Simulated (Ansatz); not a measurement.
CdS (F-43m): band-edge transport data

```xyz
2
Lattice="0.0000 2.7954 2.7954 2.7954 0.0000 2.7954 2.7954 2.7954 0.0000" Properties=species:S:1:pos:R:3 pbc="T T T"
Cd     0.0000     0.0000     0.0000
S      1.3977     1.3977     1.3977
```

Level of theory: PBEsol with spin-orbit coupling, rigid bands (plane waves, PAW; Ansatz, a quantum-chemistry and plane-wave program). Condition of this run: hydrostatic pressure 10 GPa (the target of the relaxation). Cell: cell and atoms relaxed with PBEsol, then loaded as said.

```json
{
 "band_gap": "1.23 eV",
 "electron conductivity mass (300 K, dilute)": "0.144 mₑ",
 "hole conductivity mass (300 K, dilute)": "0.77 mₑ",
 "effective density of states N_c (300 K)": "1.3e18 cm⁻³",
 "effective density of states N_v (300 K)": "5.1e19 cm⁻³",
 "density_of_states_mass_electrons": "0.139 mₑ",
 "density_of_states_mass_holes": "1.61 mₑ",
 "Seebeck coefficient, n-type 1e19 cm⁻³, 300 K": "-87 μV/K",
 "best n-type power factor at 300 K for τ = 10 fs (best axis; densities from 1e16 to 1e21 cm⁻³ tried, whether or not they can be reached)": "1.42 μW/(cm·K²) at 3e18 cm⁻³",
 "Seebeck coefficient, p-type 1e19 cm⁻³, 300 K": "381 μV/K",
 "best p-type power factor at 300 K for τ = 10 fs (best axis; densities from 1e16 to 1e21 cm⁻³ tried, whether or not they can be reached)": "15.7 μW/(cm·K²) at 3e20 cm⁻³"
}
```

Rigid bands; masses and Seebeck coefficients take one relaxation time τ for all states and one kind of carrier; polarons and phonon drag are left out.
